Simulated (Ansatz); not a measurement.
Base system: GaS in the beta-GaS type structure (space group P6_3/mmc, No. 194; layered, stacked along the Cartesian z axis).

```
CELL_PARAMETERS angstrom
      3.53420     0.00000     0.00000
     -1.76710     3.06071     0.00000
      0.00000     0.00000    15.03891
ATOMIC_POSITIONS crystal
  Ga 0.33333 0.66667 0.66956
  Ga 0.66667 0.33333 0.16956
  Ga 0.66667 0.33333 0.33044
  Ga 0.33333 0.66667 0.83044
  S  0.33333 0.66667 0.09695
  S  0.66667 0.33333 0.59695
  S  0.66667 0.33333 0.90305
  S  0.33333 0.66667 0.40305
```

Cartesian axes are those of the cell as printed.

Levels (all Ansatz, a first-principles code, PAW): PBEsol-D3(BJ) (420 eV, without spin-orbit coupling); HSE06 (420 eV, no SOC).

Its gap is 1.29 eV with PBEsol-D3(BJ) and 2.09 eV with HSE06.

Modification: biaxial strain +2.31 %, plane normal [001], relaxed out of plane (Cartesian); in-plane vectors clamped, the third vector and the atoms free.

With PBEsol-D3(BJ) the gap becomes 1.12 eV.

Question: If the HSE06 correction stayed the same, what would the HSE06 gap be, and what does the HSE06 run give?

Answer: A rigid correction of +0.80 eV gives 1.92 eV. The HSE06 run gives 1.93 eV, so the two effects roughly add.

Single points use the geometry relaxed with PBEsol-D3(BJ). The hybrid gap comes from the SCF mesh plus the semilocal run's edge points and a few special points and is an upper bound. Stability against distortions was not tested.
